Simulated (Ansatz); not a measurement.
The starting structures come from a database of crystals and need not be the phases stable at ambient conditions.

```
CELL_PARAMETERS angstrom
      5.52301     0.00000     0.00000
      0.00000     7.69216     0.00000
      0.00000     0.00000     5.40075
ATOMIC_POSITIONS crystal
  Ti 0.33159 0.74925 0.75657
  Ti 0.83159 0.25075 0.24343
  Ti 0.33159 0.25075 0.75657
  Ti 0.83159 0.74925 0.24343
  Cd 0.30540 0.50000 0.26100
  Cd 0.80540 0.50000 0.73900
  Cd 0.88330 0.00000 0.75026
  Cd 0.38330 0.00000 0.24974
  O  0.15862 0.20476 0.04985
  O  0.65862 0.79524 0.95015
  O  0.15862 0.79524 0.04985
  O  0.65862 0.20476 0.95015
  O  0.56059 0.29751 0.44458
  O  0.06059 0.70249 0.55542
  O  0.56059 0.70249 0.44458
  O  0.06059 0.29751 0.55542
  O  0.88902 0.50000 0.16199
  O  0.38902 0.50000 0.83801
  O  0.83059 0.00000 0.33674
  O  0.33059 0.00000 0.66326
```

Space group of this cell: Pmc2_1. The cell is taken as given; by PBEsol its mean pressure is -8.1 GPa.

Transport runs along the normal of the first two printed cell vectors.

The gap is the functional's own, uncorrected, and κ follows it; spin-orbit coupling is left out. Mid-gap values are interpolated between the computed energies.

State the band gap and the smallest decay constant κ at mid-gap according to PBEsol run with Ansatz (an electronic-structure program).

Gap 2.45 eV on a 6×4×6 mesh; κ = 0.287 1/Å, at the zone centre.
